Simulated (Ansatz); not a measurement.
Levels about the gap of amorphous Al28O44Hf (73 atoms in a cell of 803 Å³, 3.39 g/cm³; zone centre alone, so wide bands show as single levels with stretches between that a denser mesh fills), at the geometry that PBE relaxed, where it gives 2.5 GPa on a denser mesh. Exact exchange is cut at the faces of this small cell, which leaves a finite-size error. The participation number counts the atoms over which a state spreads; weights are charges in smoothed Voronoi cells. The levels come from a single point, so bond lengths are those of that geometry. Method of the levels: HSE06, scalar-relativistic without spin-orbit coupling (Ansatz, a program for electronic structure). Sampling: the zone centre alone; Fermi-Dirac width 0.02 eV; no spin polarisation. At PBE the levels at the filled edge of the gap are localised (band-tail or defect states), and the nearest spread-out levels lie 4.0 eV apart at the zone centre.

It comes from a melt-quench run on a machine-learned potential (CHGNet), relaxed afterwards by DFT. O atoms were pushed apart under 1.9 Å during the dynamics, to hinder bonds among them. The hot cell started wider than the set density and was brought back towards it in steps. It is the lowest in DFT energy of 2 quenches. It is a model cell: composition and starting density were chosen by hand, and all elements were melted together. No dispersion term was used. Its density started from a set value of 3.39 and ended at 3.39 g/cm³. The simulated quench (nominally 410 K/ps over its main leg) is rapid and tends to freeze in more defects than a deposited or slowly cooled glass has. Values belong to this one cell and scatter from quench to quench. The volume was held where the preparation left it, at a PBE pressure of 2.5 GPa. Stress components on the final sampling reach 4.8 GPa.

```tsv
E - E(highest filled), eV	filling	participation number	largest on	weight O	weight Hf	weight Al
-0.74	filled	7.7	O, 3 neighbours	0.95	0.00	0.05
-0.69	filled	10.6	O, 2 neighbours	0.94	0.00	0.06
-0.64	filled	10.2	O, 2 neighbours	0.94	0.00	0.05
-0.53	filled	8.3	O, 3 neighbours	0.95	0.00	0.04
-0.49	filled	8.8	O, 2 neighbours	0.95	0.00	0.05
-0.34	filled	3.7	O, 2 neighbours	0.94	0.00	0.06
0.00	filled	4.6	O, 3 neighbours	0.95	0.00	0.05
4.93	empty	59.4	Hf, 7 neighbours	0.58	0.04	0.38
6.05	empty	4.2	Hf, 7 neighbours	0.38	0.48	0.14
6.74	empty	2.9	Hf, 7 neighbours	0.36	0.57	0.07
6.94	empty	25.1	Al, 4 neighbours	0.56	0.04	0.40
7.19	empty	33.8	Hf, 7 neighbours	0.55	0.09	0.36
7.41	empty	38.1	Al, 4 neighbours	0.59	0.03	0.38
7.60	empty	28.7	Hf, 7 neighbours	0.54	0.11	0.35
```

Most localised among these is the empty level at +6.74 eV, on a Hf atom, which has 7 neighbours (O 2.08 Å, O 2.15 Å, O 2.18 Å, O 2.19 Å, O 2.20 Å, O 2.24 Å, O 2.30 Å).
